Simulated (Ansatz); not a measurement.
System: SiO2 (Ima2, No. 46, 12 atoms in the cell; start mp-555251; a measured phase of this formula has another space group). Method: HSE06 (Ansatz, an electronic-structure program, plane waves, PAW).

Settings: plane-wave cutoff 460 eV, 6×6×6 k mesh, Fermi–Dirac smearing 0.01 eV, scalar-relativistic PAW data made under PBE.

Cell (relaxed with PBEsol):

```
O2Si
1.0
   -4.93797     4.28667     2.56183
    4.93797    -4.28667     2.56183
    4.93797     4.28667    -2.56183
Si O
4 8
Direct
  0.14978   0.59195   0.74242
  0.84953   0.40736   0.25758
  0.14978   0.90736   0.05783
  0.84953   0.09195   0.94217
  0.07730   0.34921   0.84551
  0.50370   0.23180   0.15449
  0.07730   0.73180   0.22809
  0.50370   0.84921   0.77191
  0.93795   0.93795   0.00000
  0.93795   0.43795   0.50000
  0.87727   0.22630   0.15098
  0.07532   0.72630   0.84902
```

Estimate the band gap and smallest direct gap on the k points sampled that the calculation returns.


- band gap: 7.42 eV (indirect)
- smallest direct gap on the k points sampled: 7.68 eV

Note: cell and atoms aren't relaxed at this level (largest force component 0.22 eV/Å, pressure -1.9 GPa).

Static lattice: no zero-point or thermal effects.

It cost very roughly 19 core-minutes of CPU time.

A start named mp-… is a Materials Project structure, which need not be a measured phase.
